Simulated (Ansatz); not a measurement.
How the volume per atom of TiSi2 (model structure, started from the C49 type, Cmcm, No. 63, 6 atoms in the cell) moves with the method

No measured value is used here.

```json
[
 {"level (code)": "PBE (Ansatz)", "value (Å³/atom)": "[?]"},
 {"level (code)": "PBEsol (Ansatz)", "value (Å³/atom)": "13.91"},
 {"level (code)": "PBE-D3(BJ) (Ansatz)", "value (Å³/atom)": "13.68"}
]
```

Problem. Some entries are withheld; supply them.

Solution. 
- PBE (Ansatz, a first-principles code), value (Å³/atom): 14.35

Ansatz's density-functional and Hartree–Fock values are scalar-relativistic unless marked +SOC, with PAW data made under PBE.

A model structure was made by putting elements into a prototype or built by hand; it is no filed structure, need not be a known phase, and can be a saddle point held by its symmetry.
